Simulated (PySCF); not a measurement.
PySCF 2.14.0, B3LYP/def2-svp, df: Sn(H)(Et)2(OH) (C[CH2][SnH]([OH])[CH2]C), 18 atoms. The geometry is a generated start, not checked to be a minimum at this level.

```
Item                                                 Value
-------------------------  -------------------------------
task                                                energy
method                                               b3lyp
basis                                             def2-svp
two-electron scheme                        density fitting
mol.max_memory                                     3000 MB
mf.max_cycle                                           100
mf.conv_tol                                1e-09 (default)
mf.grids.level                                 3 (default)
effective core potentials  those of the basis set, past Kr
basis functions                                        156
grid points                                         210208
```

```xyz
18

Sn     0.0799     0.5790     0.0720
O      0.2162     0.0484     1.9898
C      1.7243    -0.6015    -0.7840
C      3.1050    -0.1554    -0.3525
C     -1.9442     0.0061    -0.6408
C     -3.0040    -0.0328     0.4398
H      0.3423     2.2961     0.0929
H     -0.1652     0.6322     2.6389
H      1.6341    -0.5779    -1.8705
H      1.5320    -1.6216    -0.4515
H      3.8565    -0.8207    -0.7764
H      3.3156     0.8554    -0.6923
H      3.1952    -0.1783     0.7287
H     -2.2311     0.6940    -1.4331
H     -1.8258    -0.9838    -1.0840
H     -2.7030    -0.6900     1.2489
H     -3.9392    -0.4084     0.0244
H     -3.1886     0.9591     0.8496
```

With the defaults (mf.DIIS = CDIIS, mf.diis = true, mf.diis_space = 8, mf.init_guess = minao, mf.level_shift = 0, mf.damp = 0, mf.diis_start_cycle = 1, newton = off) it converges in 15 Fock builds. One run each on 2 threads, 1 BLAS thread, with these changes:
- mf.diis = false, mf.damp = 0.7, mf.diis_start_cycle = 999
- mf.damp = 0.3, mf.diis_start_cycle = 4
- mf.diis = false
- newton = Hessian by the SCF's own integrals
- mf.DIIS = EDIIS
- mf.DIIS = ADIIS
- mf.level_shift = 0.3 Hartree
- mf.diis_space = 20
- mf.init_guess = atom

**Question.** Name the settings that don't reach the solution of the defaults.

**Answer.** No convergence: mf.DIIS = EDIIS; mf.diis = false (the run ends without SCF convergence in 100 cycles). The rest reach the solution of the defaults.

```
setting                                                    Fock builds             end
---------------------------------------------------------  -----------  --------------
mf.init_guess = atom                                                13   same solution
the defaults                                                        15   same solution
mf.diis_space = 20                                                  15   same solution
mf.damp = 0.3, mf.diis_start_cycle = 4                              15   same solution
mf.level_shift = 0.3 Hartree                                        16   same solution
mf.DIIS = ADIIS                                                     21   same solution
mf.diis = false, mf.damp = 0.7, mf.diis_start_cycle = 999           29   same solution
newton = Hessian by the SCF's own integrals                         43   same solution
mf.DIIS = EDIIS                                                    101  no convergence
mf.diis = false                                                    101  no convergence
```

Under newton the count holds the products with the orbital Hessian.
